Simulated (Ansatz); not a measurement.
The structure below was relaxed with r2SCAN (Ansatz, a program for electronic structure, PAW, spin-orbit coupling left out).

Space group I4/mmm (No. 139); a = 3.198 Å, b = 3.198 Å, c = 8.830 Å, α = 90.00°, β = 90.00°, γ = 90.00°

| atom | site | symmetry | x | y | z |
|---|---|---|---|---|---|
| W | 2a | 4/mmm | 0.0000 | 0.0000 | 0.0000 |
| Os | 4e | 4mm | 0.0000 | 0.0000 | 0.3425 |

Write out a cell with all atoms.


```xyz
6
Lattice="3.1981 0.0000 0.0000 0.0000 3.1981 0.0000 0.0000 0.0000 8.8298" Properties=species:S:1:pos:R:3 pbc="T T T"
W      0.0000     0.0000     0.0000
Os     0.0000     0.0000     3.0244
Os     1.5991     1.5991     1.3905
W      1.5991     1.5991     4.4149
Os     1.5991     1.5991     7.4393
Os     0.0000     0.0000     5.8054
```
This is the conventional cell.

Each cell is one ordered arrangement of few atoms, which overstates ordering effects compared with a random alloy. Whether these cells are dynamically stable was not tested. All final runs are without spin polarisation. The cell was made from W by this change: x(Os) = 0.667, 3 atoms, I4/mmm.
